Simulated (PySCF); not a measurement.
PySCF 2.14.0, TPSSH/def2-svp, df: Mo(NH)(S)(F)(SH) ([NH]=[Mo]([F])(=[S])[SH]), 7 atoms. The geometry is a generated start, not checked to be a minimum at this level.

```
Item                                                Result
-------------------------  -------------------------------
task                                                energy
method                                               tpssh
basis                                             def2-svp
two-electron scheme                        density fitting
mol.max_memory                                     3000 MB
mf.max_cycle                                           100
mf.init_guess                              minao (default)
mf.DIIS                                    CDIIS (default)
mf.diis_space                                  8 (default)
mf.conv_tol                                1e-09 (default)
mf.grids.level                                 3 (default)
effective core potentials  those of the basis set, past Kr
basis functions                                        105
grid points                                         107984
```

```xyz
7

Mo     0.4070     0.4210    -0.0872
N     -0.1742    -0.7569    -1.2104
H     -0.3728    -1.4346    -1.9368
S      2.4774     0.1248     0.3959
F      0.1846     2.1314    -0.5829
S     -0.6889     0.0299     1.9224
H     -1.8330    -0.5156     1.4990
```

Charge 0 and multiplicity 1 are set for this test and not shown to be the ground state.

One run each on 2 threads, 1 BLAS thread. Values of level_shift (Hartree) tried: 0 (default), 0.1, 0.3, 1.

Task: Predict the course of the Fock builds along this series.

Result: Fewest Fock builds, within one of each other: 0 (default) with 15, 0.1 with 15. The count rises to 57 at 1. All converge to one solution.

```json
[
 {"level_shift (Hartree)": "0 (default)", "Fock builds": "15", "end": "same solution"},
 {"level_shift (Hartree)": "0.1", "Fock builds": "15", "end": "same solution"},
 {"level_shift (Hartree)": "0.3", "Fock builds": "21", "end": "same solution"},
 {"level_shift (Hartree)": "1", "Fock builds": "57", "end": "same solution"}
]
```
